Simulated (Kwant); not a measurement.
System: wire with one Gaussian impurity in a Si two-dimensional gas. Effective mass 0.19 mₑ, grid spacing 3.3 nm, hard walls, nominal width 100 nm (31 grid rows, so walls 105.6 nm apart), one parabolic valley, scattering region 300 nm long along x; energies count from the band bottom; Fermi energy swept from 0.00015833 to 0.0033645 eV. Impurity U exp(−r²/2σ²), U = 0.034 eV, σ = 10 nm, 20 nm off the axis.

The device is made up for the run: typed textbook-type constants, with dimensions and the other settings drawn at random.

Kwant, effective-mass tight-binding model on a square grid, one spin, coherent transport at 0 K. Conductance is in e²/h.

Sweep values stay those of the base run.

The effective mass was swept, all else fixed.

```json
[
 {"effective mass (mₑ)": "0.11", "G (e²/h) at E = 1.748 meV": "0.98", "mean G (e²/h) over the sweep": "0.72", "G (e²/h) at E = 3.365 meV": "1.07", "G (e²/h) at E = 2.556 meV": "1.00"},
 {"effective mass (mₑ)": "0.15", "G (e²/h) at E = 1.748 meV": "1.00", "mean G (e²/h) over the sweep": "0.86", "G (e²/h) at E = 3.365 meV": "1.69", "G (e²/h) at E = 2.556 meV": "1.05"},
 {"effective mass (mₑ)": "0.19", "G (e²/h) at E = 1.748 meV": "1.01", "mean G (e²/h) over the sweep": "1.07", "G (e²/h) at E = 3.365 meV": "1.98", "G (e²/h) at E = 2.556 meV": "1.37"},
 {"effective mass (mₑ)": "0.25", "G (e²/h) at E = 1.748 meV": "1.06", "mean G (e²/h) over the sweep": "1.28", "G (e²/h) at E = 3.365 meV": "2.00", "G (e²/h) at E = 2.556 meV": "1.96"}
]
```

From the first row to the last the G at E = 1.748 meV goes from 0.98 to 1.06. From the first row to the last the mean G over the sweep goes from 0.72 to 1.28.
